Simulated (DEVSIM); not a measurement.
System: Cr/Al2O3/SiO2/p-Si capacitor, at 300 K.

Layer 1 from the left is Al2O3, thickness (nm) 13.0. Layer 2 from the left is SiO2, thickness (nm) 0.720. Layer 3 from the left is Si, thickness (nm) 400, Na (cm⁻³) 2.1e18.

Metal gate on the left, work function 4.5 eV. Fixed charge at the semiconductor interface 0 cm⁻² (in units of +e); interface traps 2.2e12 cm⁻² eV⁻¹, uniform in energy, neutral level at 0.7 of the gap above the valence band.

The device is made up for the run: typed textbook-type constants, with dimensions and the other settings drawn at random. Values at 300 K.

Al2O3: gap (eV) 6.8, affinity (eV) 1.35, permittivity 9. SiO2: gap (eV) 9, affinity (eV) 0.9, permittivity 3.9. Si: gap (eV) 1.124, affinity (eV) 4.05, permittivity 11.7, Nc (cm⁻³) 2.86e19, Nv (cm⁻³) 3.1e19.

Model (solved in DEVSIM): 1D Poisson equation in equilibrium, Boltzmann statistics, complete ionisation; no quantum confinement or tunnelling. Metal contacts follow the ideal Schottky-Mott rule: no Fermi-level pinning, no interface dipoles.

What does the simulation give for the minimum of the low-frequency capacitance, the flat-band voltage?

minimum of the low-frequency capacitance 0.325 μF/cm²; flat-band voltage -1.07 V.
